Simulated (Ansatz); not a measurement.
## Effect of pressure 0.3 GPa on TiO2

The parent structure is TiO₂ in the rutile structure (space group P4_2/mnm, No. 136; a = 4.591 Å, c = 2.939 Å).

Modification: cell and atoms relaxed at a pressure of 0.3 GPa.

Calculations: Ansatz (a program for electronic structure), PBEsol, PAW, cutoff 420 eV, without spin-orbit coupling. k-mesh 7×7×11 (Γ-centred); smearing 0.05 eV (Fermi–Dirac).

The volume per atom stays essentially unchanged (10.33 Å³ against 10.31 Å³) and the density stays essentially unchanged (4.28 g/cm³ against 4.29 g/cm³). The lattice parameter a falls by 0.004 bohr to 8.672 bohr and the shortest interatomic distance is nearly the same (3.670 bohr against 3.669 bohr). The enthalpy H = E + PV relative to the base's energy is +0.02 eV/atom and the band gap remains 1.87 eV. The gap character is still direct at Γ and the width of the top valence band is still 1.65 eV. The electron mass stays 0.54 mₑ along c, 1.1 mₑ across (at Γ) and the valence-band top at Γ (three highest levels, from the VBM) is still 0.00, -0.45, -0.45 eV.

Final structure:

```
CELL_PARAMETERS angstrom
      4.58900     0.00000     0.00000
      0.00000     4.58900     0.00000
      0.00000     0.00000     2.93814
ATOMIC_POSITIONS crystal
  Ti 0.00000 0.00000 0.00000
  Ti 0.50000 0.50000 0.50000
  O  0.30441 0.30441 0.00000
  O  0.80441 0.19559 0.50000
  O  0.19559 0.80441 0.50000
  O  0.69559 0.69559 0.00000
```

Load acts through the strain it causes; cell and atoms are relaxed under it. Masses are band curvatures over ±0.01 Å⁻¹ around the edge. Stability against distortions was not tested. The final runs are not spin-polarised.
